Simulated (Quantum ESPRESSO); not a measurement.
A user runs Quantum ESPRESSO on Y₅Si₂B₈ (P1, 30 atoms in the cell) and asks whether the run is sound. The aim is a self-consistent single point with DFT, PBEsol, plane waves, GBRV 1.5 ultrasoft (PBESOL) pseudopotentials.

Cell that was meant: a = 7.2368 Å, b = 7.2368 Å, c = 8.1197 Å, α = 90.00°, β = 90.00°, γ = 90.00°.

Part of the input:

```fortran
    mixing_beta = 0.5,
/
ATOMIC_SPECIES
Y     88.9058  si_pbesol_v1.uspp.F.UPF
Si    28.0850  y_pbesol_v1.4.uspp.F.UPF
B     10.8100  b_pbesol_v1.4.uspp.F.UPF
CELL_PARAMETERS angstrom
   7.2368100000     0.0000000000     0.0000000000
   0.0000000000     7.2368100000     0.0000000000
   0.0000000000     0.0000000000     8.1197100000
ATOMIC_POSITIONS crystal
Y   0.6820890000    0.1837920000    0.2238200000
Y   0.3175950000    0.8207150000    0.7745260000
Y   0.8178900000    0.6808150000    0.2218810000
Y   0.1801270000    0.3175860000    0.7747160000
Y   0.3195480000    0.8165580000    0.2259850000
Y   0.6813170000    0.1832380000    0.7794670000
Y   0.1798570000    0.3142860000    0.2222410000
Y   0.8194040000    0.6839220000    0.7727890000
Y   0.0009940000    0.0030270000    0.4963200000
Y   0.5021210000    0.4962040000    0.4998580000
Si  0.1143780000    0.6174750000    0.5023510000
Si  0.8911680000    0.3848160000    0.4987740000
Si  0.3848460000    0.1099780000    0.4973810000
Si  0.6105070000    0.8881910000    0.5000190000
B   0.1713490000    0.0357910000    0.0040300000
B   0.8256880000    0.9615440000    0.0041920000
B   0.9630260000    0.1732360000    0.0007140000
B   0.0325880000    0.8270590000   -0.0008500000
B   0.6725790000    0.4576670000    0.0008870000
B   0.3317760000    0.5383190000    0.0016660000
B   0.4642690000    0.3290980000    0.0012020000
B   0.5447820000    0.6672030000    0.0025610000
B   0.0916150000    0.5912740000   -0.0025350000
B   0.9079350000    0.4114840000    0.0009340000
B   0.4052640000    0.0891840000    0.0019640000
B   0.5874430000    0.9117460000   -0.0030390000
B   0.0001730000    0.0005590000    0.1587630000
B   0.0009980000    0.0002810000    0.8385270000
B   0.4987200000    0.5030760000    0.8428440000
```

Output, abridged:

```
     G-vector sticks info
     --------------------
     sticks:   dense  smooth     PW     G-vecs:    dense   smooth      PW
   [... lines left out ...]
        k(   12) = (  -0.3333333  -0.3333333   0.2970882), wk =   0.1481481
        k(   13) = (  -0.3333333   0.3333333  -0.2970882), wk =   0.1481481
        k(   14) = (   0.3333333  -0.3333333  -0.2970882), wk =   0.1481481

     Dense  grid:   277427 G-vectors     FFT dimensions: (  80,  80,  90)

     Smooth grid:    98061 G-vectors     FFT dimensions: (  60,  60,  64)

     Initial potential from superposition of free atoms

     starting charge     131.9725, renormalised to     132.0000
     Self-consistent Calculation

     iteration #  1     ecut=    40.00 Ry     beta= 0.50

     total energy              =    -565.15540739 Ry
     estimated scf accuracy    <       3.27614240 Ry

     iteration #  2     ecut=    40.00 Ry     beta= 0.50

     total energy              =    -565.15740696 Ry
     estimated scf accuracy    <       5.31832507 Ry

     iteration #  3     ecut=    40.00 Ry     beta= 0.50

     total energy              =    -566.00527200 Ry
     estimated scf accuracy    <       2.99862901 Ry

   [... 15 blocks of this kind left out ...]

     iteration # 19     ecut=    40.00 Ry     beta= 0.50

     total energy              =    -566.33815425 Ry
     estimated scf accuracy    <          6.7E-10 Ry

     iteration # 20     ecut=    40.00 Ry     beta= 0.50
     End of self-consistent calculation

     the Fermi energy is     8.7035 ev

!    total energy              =    -566.33815425 Ry
     estimated scf accuracy    <          7.0E-11 Ry
     smearing contrib. (-TS)   =      -0.00283557 Ry
     internal energy E=F+TS    =    -566.33531868 Ry

     convergence has been achieved in  20 iterations

     Forces acting on atoms (cartesian axes, Ry/au):

     atom    1 type  1   force =    -0.00398626   -0.00292404    0.01287786
     atom    2 type  1   force =     0.00338688    0.00701501   -0.01152122
     atom    3 type  1   force =     0.00408449   -0.00582993    0.01266781
     atom    4 type  1   force =    -0.00419341   -0.00000189   -0.01196492
   [... lines left out ...]

     Total force =     0.489450     Total SCF correction =     0.000018

          total   stress  (Ry/bohr**3)                   (kbar)     P=      -80.51
  -0.00050280  -0.00003129   0.00000159          -73.96       -4.60        0.23
  -0.00003129  -0.00052106  -0.00000830           -4.60      -76.65       -1.22
   0.00000159  -0.00000830  -0.00061797            0.23       -1.22      -90.91

   JOB DONE.
```

Question: Is this run sound? If not, what is wrong?

Answer: The run is not sound. The fault is potential files assigned to the wrong elements. Each file describes one element; swapped files give the atoms the wrong cores and charges. To fix it, match the files to the elements. The run converged in 20 iterations without an error; against the sound input the pressure goes from -3.02 to -8.05 GPa and the largest force goes from 1.210 to 6.548 eV/Å.

On the sound input: the starting cell comes from a database of computed structures (which also holds hypothetical and non-ambient phases and stackings), without a prior relaxation at this level. Its atoms were displaced at random from the sites of space group no. 127. With a pressure of about -3 GPa the cell is away from its equilibrium volume at this level. Forces in this geometry exceed 1 eV/Å.
